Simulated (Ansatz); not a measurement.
An Ansatz (a program for electronic structure) input (PBEsol in Ansatz (plane waves to 420 eV, PAW, without spin-orbit coupling), earlier PAW set):

Ansatz 0.2 input:
```yaml
crystal:
  lattice:
    - [-2.6013978928, 2.6013978928, 9.038157068]
    - [2.6013978928, -2.6013978928, 9.038157068]
    - [2.6013978928, 2.6013978928, -9.038157068]
  atoms:
    - { symbol: Ba, position: [0.67046365, 0.67046365, 0] }
    - { symbol: Ba, position: [0.32953635, 0.32953635, 0] }
    - { symbol: Ba, position: [0.5, 0, 0.5] }
    - { symbol: Ba, position: [0, 0.5, 0.5] }
    - { symbol: Sb, position: [0.8624689033, 0.8624689033, 0] }
    - { symbol: Sb, position: [0.1375310967, 0.1375310967, 0] }
    - { symbol: O, position: [0.5, 0.5, 0] }
basis: { ecutwfc: 420, ecutrho_ratio: 4, xc_grid: 2, fft_grid_basis: typed }
kpoints: { mp_grid: { grid: [9, 9, 9] } }
hamiltonian:
  xc: pbesol
  dispersion: none
  pseudopotentials: { azcp: { folder: ./paw }, kind: paw }
scf: { occupations: { method: fermi_dirac, width: 0.05 }, convergence: { dr2_threshold: 0.0000000007 } }
output: { forces: true, stress: true }
```

Which symmetry and how many k-points will the program report, and about how many plane waves at Γ?

Space group I4/mmm (ITA 139) with 16 operations, k-points 75 of 729, and 4831 plane waves at Γ.

No phonon test of stability was made. The cell is Ba$_{4}$Sb$_{2}$O (space group I4/mmm, No. 139).
